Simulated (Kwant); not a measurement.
System: wire with a side stub in a In0.53Ga0.47As two-dimensional gas. Effective mass 0.041 mₑ, grid spacing 3 nm, hard walls, nominal width 42 nm (13 grid rows, so walls 42 nm apart), one parabolic valley, scattering region 180 nm long along x; energies count from the band bottom; Fermi energy swept from 0.0020381 to 0.024202 eV. Closed stub on one side, 62 nm wide and 88 nm deep.

The device is made up for the run: typed textbook-type constants, with dimensions and the other settings drawn at random.

Kwant, effective-mass tight-binding model on a square grid, one spin, coherent transport at 0 K. Conductance is in e²/h.

Q: How many channels do the leads carry at E = 24.0 meV?

A: The hard-wall thresholds are n² ħ²π²/(2mW²) = n² × 5.20 meV with W = 42 nm. √(24.0/5.20) = 2.15, so 2.
